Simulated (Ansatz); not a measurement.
The parent structure is HgTe in the zinc blende structure (space group F-43m, No. 216; a = 6.435 Å). Axes: x, y, z lie along the cube axes.

Calculations: LDA (Ansatz, a quantum-chemistry and plane-wave program; PAW; 420 eV plane waves; without spin-orbit coupling).

Strains are applied to the cell and any free atomic positions relax; under biaxial strain the out-of-plane vector relaxes too.

One change was made to it. Results:

| quantity | base | after |
|---|---|---|
| volume per atom | 33.31 Å³ | 33.49 Å³ |
| energy relative to the base (free energy F) | 0 meV/atom | +0.8 meV/atom |
| pressure (mean of the normal stresses, compression positive) | 0.0 GPa | -0.3 GPa |

Which change produced these results?
(A) biaxial strain +1.00 %, plane normal [001], relaxed out of plane
(B) biaxial strain −2.00 %, plane normal [001], relaxed out of plane
(C) biaxial strain +0.50 %, plane normal [001], relaxed out of plane
(D) biaxial strain −1.50 %, plane normal [001], relaxed out of plane

A, biaxial strain +1.00 %, plane normal [001], relaxed out of plane. For comparison, the volume per atom in the other runs: biaxial strain +0.50 %, plane normal [001], relaxed out of plane gives 33.40 Å³; biaxial strain −1.50 %, plane normal [001], relaxed out of plane gives 33.00 Å³; biaxial strain −2.00 %, plane normal [001], relaxed out of plane gives 32.89 Å³.

The mesh was chosen for an insulator and is coarse for the gapless case. Stability against distortions was not tested. The final runs are not spin-polarised.
